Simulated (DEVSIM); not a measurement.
Device: abrupt In0.53Ga0.47As n-p junction, at 350 K.

Layer 1 from the left is In0.53Ga0.47As, thickness (μm) 0.740, Nd (cm⁻³) 9.3e15, τn (s) 1.2e-8, τp (s) 1.2e-8. Layer 2 from the left is In0.53Ga0.47As, thickness (μm) 1.20, Na (cm⁻³) 3.4e15, τn (s) 1.2e-8, τp (s) 1.2e-8.

Left contact: ohmic. Right contact: ohmic. Voltage is applied to the left contact. Recombination: SRH at mid-gap, radiative. Mobility is μmin + (μ − μmin)/(1 + (N/Nref)^α).

This is a model device: material constants are rounded textbook-type values typed into the input, and sizes, dopings and lifetimes were drawn at random. Values at 300 K; Nc and Nv go as T^1.5, mobilities as T to minus their exponent, the gap by Varshni's rule with the affinity fixed.

In0.53Ga0.47As: gap (eV) 0.74, affinity (eV) 4.51, permittivity 13.9, Nc (cm⁻³) 2.1e17, Nv (cm⁻³) 7.7e18, μn (cm²/Vs) 12000, μp (cm²/Vs) 300, μn,min 300, μp,min 10, Nref,n 1.3e17, Nref,p 4.9e17, αn 0.48, αp 0.4, T exponent of μn 1.6, T exponent of μp 1.6, B (cm³/s) 9.6e-11, Varshni α (eV/K) 0.00035, Varshni β (K) 190.

Problem. Estimate by hand the built-in potential, the peak field at zero bias, the capacitance at 2 V, and compare with a numerical solution.

Solution. 
- Built-in potential: ni = √(Nc Nv) exp(−Eg/2kT) = 9.68e12 cm⁻³ with Eg = 0.725 eV; Vbi = kT/q ln(Na Nd/ni²) = 0.384 V; numerical 0.384 V.
- Peak field at zero bias: depletion approximation: W = √(2εVbi/(qN)) = 0.487 μm with N = 2.49e15 cm⁻³; field = 2Vbi/W = 15800 V/cm; numerical 14500 V/cm (estimate above by 8.5 %).
- Capacitance at 2 V: C = √(qεN / 2(Vbi + |V|)) = 10.1 nF/cm²; numerical 10.3 nF/cm² (estimate below by 1.3 %).

Model (solved in DEVSIM): 1D drift-diffusion, Boltzmann statistics, complete ionisation; no tunnelling, impact ionisation, image-force lowering or self-heating.
